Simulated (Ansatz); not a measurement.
The starting structures come from a database of crystals and need not be the phases stable at ambient conditions.

Tunnelling through a barrier is set by its complex band structure: the current falls as exp(−2κd) with the smallest κ.

Given:

```
La4Ti3O12
1.0
    5.60216     0.00000     0.00000
   -2.80108     8.93758     0.00000
    2.80108     0.87787     4.77153
La Ti O
4 3 12
Direct
  0.26852   0.40278   0.86574
  0.73148   0.59722   0.13426
  0.57478   0.86217   0.71261
  0.42522   0.13783   0.28739
  0.00000   0.00000   0.00000
  0.84875   0.27312   0.57563
  0.15125   0.72688   0.42437
  0.81410   0.36663   0.30248
  0.18590   0.63337   0.69752
  0.66911   0.36663   0.88342
  0.33089   0.63337   0.11658
  0.25005   0.36663   0.44747
  0.74995   0.63337   0.55253
  0.14784   0.87630   0.14332
  0.85216   0.12370   0.85668
  0.01962   0.87630   0.70884
  0.98038   0.12370   0.29116
  0.58514   0.87630   0.27154
  0.41486   0.12370   0.72846
```

The cell is taken as given; by r2SCAN it stands under a pressure of -3.5 GPa.

Transport runs along the normal of the first two printed cell vectors, the (101) plane of the conventional cell.

The gap is the functional's own, uncorrected, and κ follows it; spin-orbit coupling is left out. Mid-gap means the computed energy nearest the middle.

Task: Predict the band gap and the smallest decay constant κ at mid-gap from r2SCAN in Ansatz (a first-principles code).

Result: Gap 3.35 eV on a 8×8×8 mesh; κ = 0.399 1/Å, at the zone centre.
